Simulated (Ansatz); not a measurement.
Take Si in the diamond structure (space group Fd-3m, No. 227; a = 5.444 Å) as the base. Axes: x, y, z lie along the cube axes.

Method: Ansatz (an electronic-structure program) r2SCAN, no SOC.

Strains are applied to the cell and any free atomic positions relax.

One change was made to it. Results:

The hole mass comes out as 0.18 mₑ along z, 0.24 mₑ across (at Γ); the smallest direct gap drops by 0.14 eV to 2.60 eV; the pressure (mean of the normal stresses, compression positive) goes from zero to 2.03 GPa; the band gap drops by 0.263 eV to 0.51 eV.

Name the change that was made.
(A) uniaxial strain ε_zz = −3.00 %
(B) uniaxial strain ε_zz = −2.00 %
(C) uniaxial strain ε_zz = −2.50 %
(D) uniaxial strain ε_zz = −1.00 %

B, uniaxial strain ε_zz = −2.00 %. For comparison, the band gap in the other runs: uniaxial strain ε_zz = −1.00 % gives 0.64 eV; uniaxial strain ε_zz = −3.00 % gives 0.38 eV; uniaxial strain ε_zz = −2.50 % gives 0.45 eV.

Masses are band curvatures over ±0.01 Å⁻¹ around the edge. Whether these cells are dynamically stable was not tested.
